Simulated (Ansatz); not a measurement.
Li: energy against volume

Li (bcc, Im-3m, 20.268 Å³/atom and stress up to 0.01 GPa in the relaxed cell, cube axes along x, y and z) under an equal strain ε along all three axes. PBE in Ansatz, a plane-wave DFT program (PAW, default set), 420 eV, 27×27×27 Γ-centred mesh, Fermi-Dirac smearing 0.10 eV.

Here V stands for volume and E for E less E0.

| volume (Å³/atom) | E less E0 (meV/atom) | pressure (GPa) |
|---|---|---|
| 18.4983 | ? | ? |
| 19.0763 | 3.24 | 0.94 |
| 19.3698 | 1.79 | 0.68 |
| 19.6663 | 0.77 | 0.45 |
| 19.9658 | 0.18 | 0.22 |
| 20.2683 | 0.00 | 0.01 |
| 20.5738 | 0.21 | -0.20 |
| 20.8824 | 0.81 | -0.39 |
| 21.1941 | 1.77 | -0.57 |
| 21.5089 | 3.09 | -0.74 |

Task: Using the third-order Birch-Murnaghan form, a cubic in V^(-2/3), estimate the missing E at V = 18.4983 from the other rows, showing the fit.

Result: With u = V^(-2/3) - 0.135, the rows have u = 0.005067, 0.003649, 0.002252, 0.000876, -0.000480, -0.001814, -0.003130, -0.004426, -0.005703. Least squares gives E = 0.017 + 91.1·u + 108928·u² - 266242·u³. Residuals (row less fit): -0.001, 0.003, -0.002, 0.000, 0.002, -0.002, 0.003, -0.001, 0.000; standard error 0.002 (degrees of freedom: 5). Its minimum lies at u = -0.000418, so V0 = (0.134582)^(-3/2) = 20.25. There d²E/du² = 218500 and d³E/du³ = -1597000, so B0 = (4/9) × 20.25^(-7/3) × 218500 × 0.160218 = 13.9 GPa (the last factor turns the table's units into GPa), and B0' = 4 + (2/3) × 0.134582 × (-1597000)/218500 = 3.3. B0' rests on the cubic coefficient alone and has a standard error of 0.1 from these residuals. At the withheld row, u = 0.007970, so E = 0.017 + 91.1 × 0.007970 + 108928 × 0.007970² - 266242 × 0.007970³ = 7.527 meV/atom. The calculation gives 7.53 meV/atom, which the fit meets to the printed digits. The row lies outside the fitted rows, so this is an extrapolation. The scatter of the fitted rows lies at the last printed digit.

In a metal these values are sensitive to mesh and smearing; energies are taken to zero smearing, stresses follow the free energy. Other structures, which can take over under pressure, weren't tried. The same form fitted to the pressure column gives B0' = 3.3; series where the two differ by over 0.4 aren't shown. Rows are the converged runs of the series near zero and its far end, less any whose ions stayed unrelaxed beside relaxed ones; series whose fitted rows scatter by over a few per cent of the range, as at a crossing or softening among them, aren't shown in this form.
